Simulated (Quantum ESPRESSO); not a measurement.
# Convergence test for ScNiGe (Pnma, 12 atoms in the cell)

```xyz
12
Lattice="6.3305 0.0000 0.0000 0.0000 3.9811 0.0000 0.0000 0.0000 6.8868" Properties=species:S:1:pos:R:3 pbc="T T T"
Sc     3.2053     2.9858     2.0169
Sc     3.1252     0.9953     4.8699
Sc     6.2905     0.9953     5.4603
Sc     0.0400     2.9858     1.4265
Ni     5.1375     2.9858     3.9903
Ni     1.1930     0.9953     2.8964
Ni     4.3583     0.9953     0.5469
Ni     1.9722     2.9858     6.3398
Ge     1.2874     2.9858     4.0799
Ge     5.0431     0.9953     2.8069
Ge     1.8779     0.9953     0.6365
Ge     4.4526     2.9858     6.2503
```

Method of the run: LDA (PZ), PSlibrary PAW (LDA) pseudopotentials (plane waves; Quantum ESPRESSO 7.5).

The starting cell comes from a database of computed structures (which also holds hypothetical and non-ambient phases and stackings), without a prior relaxation at this level. Its lattice was rescaled by a random factor within 2.5 % of one. Spin polarisation is off.

Held fixed: occupations = smearing; smearing = cold; degauss = 0.019992 Ry; K_POINTS = automatic 4 7 4 0 0 0; conv_thr = 1e-09 Ry. Moved along with it: ecutrho.

ΔF is the free energy per atom less that of the last row (55 Ry).

| ecutwfc | ΔF (meV/atom) | pressure (GPa) | largest force (eV/Å) | plane waves | iterations |
|---|---|---|---|---|---|
| 22 Ry | 3648.6 | -168.17 | 0.467 | 2059 | 15 |
| 28 Ry | 610.4 | -34.54 | 0.194 | 2968 | 17 |
| 33 Ry | ___ | -6.79 | 0.082 | 3780 | 17 |
| 38 Ry | 43.1 | 0.87 | 0.081 | 4676 | 19 |
| 44 Ry | ___ | 2.49 | 0.082 | 5806 | 22 |
| 55 Ry | 0.00 | 2.43 | 0.084 | 8100 | 23 |

Q: What belongs in the gaps?

A: 
- 33 Ry, ΔF (meV/atom): 142.8
- 44 Ry, ΔF (meV/atom): 20.6
